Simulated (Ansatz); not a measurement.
The starting structures come from a database of crystals and need not be the phases stable at ambient conditions.

Data:

```xyz
14
Lattice="5.8774 0.0000 0.0000 0.0000 5.9262 0.0000 0.0000 2.7373 5.0970" Properties=species:S:1:pos:R:3 pbc="T T T"
Na     2.0191     0.9530     0.6933
Na     3.8583     7.7106     4.4037
Na     4.9578     4.7475     4.4037
Na     0.9196     3.9161     0.6933
Zn     0.7229     2.2719     3.3584
Zn     5.1545     6.3917     1.7386
Zn     3.6616     3.4285     1.7386
Zn     2.2158     5.2350     3.3584
O      2.9387     2.9631     0.0000
O      0.0000     0.0000     0.0000
O      3.4493     5.4583     1.8133
O      2.4281     3.2053     3.2836
O      0.5106     6.1684     3.2836
O      5.3668     2.4951     1.8133
```

The cell is taken as given.

Transport runs along the normal of the first two printed cell vectors.

No gap correction and no spin-orbit coupling; mid-gap is the computed energy nearest the middle.

Q: Give the band gap and the smallest decay constant κ at mid-gap that Ansatz (a program for electronic structure) with r2SCAN yields.

A: Gap 1.57 eV on a 6×6×6 mesh; κ = 0.188 1/Å, at the zone centre.
